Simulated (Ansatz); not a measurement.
Take InSb in the zinc blende structure (space group F-43m, No. 216; a = 6.450 Å) as the base. Axes: x, y, z lie along the cube axes.

The values are results of LDA, PAW, 420 eV (Ansatz, a program for electronic structure; no SOC), not measurements.

Strains are applied to the cell and any free atomic positions relax; under biaxial strain the out-of-plane vector relaxes too.

One change was made to it. Results:

The energy increases by 13 meV/atom; the pressure (mean of the normal stresses, compression positive) goes from zero to 1.4 GPa; the volume per atom decreases by 0.95 Å³ to 32.59 Å³.

Question: What was done to the base?
(A) biaxial strain −0.50 %, plane normal [001], relaxed out of plane
(B) biaxial strain −3.00 %, plane normal [001], relaxed out of plane
(C) biaxial strain −1.50 %, plane normal [001], relaxed out of plane
(D) biaxial strain −2.50 %, plane normal [001], relaxed out of plane

Answer: B, biaxial strain −3.00 %, plane normal [001], relaxed out of plane. For comparison, the energy relative to the base in the other runs: biaxial strain −2.50 %, plane normal [001], relaxed out of plane gives +8.6 meV/atom; biaxial strain −0.50 %, plane normal [001], relaxed out of plane gives +0.3 meV/atom; biaxial strain −1.50 %, plane normal [001], relaxed out of plane gives +3.0 meV/atom.

No phonon test of stability was made. The final runs are not spin-polarised.
